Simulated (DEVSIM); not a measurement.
Structure: illuminated Ge n-on-p cell, one wavelength, at 300 K.

Layer 1 from the left is Ge, thickness (μm) 0.0520, Nd (cm⁻³) 7e17, τn (s) 7.8e-6, τp (s) 3.1e-7, absorption coefficient (cm⁻¹) 5900. Layer 2 from the left is Ge, thickness (μm) 47.0, Na (cm⁻³) 2.9e16, τn (s) 0.00028, τp (s) 0.00028, absorption coefficient (cm⁻¹) 5900.

Left contact: ohmic, minority hole recombination velocity 10000 cm/s. Right contact: ohmic, minority electron recombination velocity 4000 cm/s. Voltage is applied to the left contact. Recombination: SRH at mid-gap, radiative, Auger. Light enters at the left, 3e16 photons cm⁻² s⁻¹, one pass, no reflection. Mobility is μmin + (μ − μmin)/(1 + (N/Nref)^α).

The device is made up for the run: typed textbook-type constants, with dimensions and the other settings drawn at random. Values at 300 K.

Ge: gap (eV) 0.664, affinity (eV) 4, permittivity 16, Nc (cm⁻³) 1.04e19, Nv (cm⁻³) 6e18, μn (cm²/Vs) 3900, μp (cm²/Vs) 1900, μn,min 150, μp,min 100, Nref,n 2.6e17, Nref,p 4e17, αn 0.56, αp 0.6, B (cm³/s) 6.4e-14, Cn (cm⁶/s) 1e-31, Cp (cm⁶/s) 1e-31.

DEVSIM, 1D drift-diffusion, Boltzmann statistics, complete ionisation; no tunnelling, impact ionisation, image-force lowering or self-heating.

Task: What does the simulation give for the open-circuit voltage, the fill factor, the potential step across the device at zero bias?

Result: open-circuit voltage 0.163 V; fill factor 0.60; potential step across the device at zero bias 0.456 V.
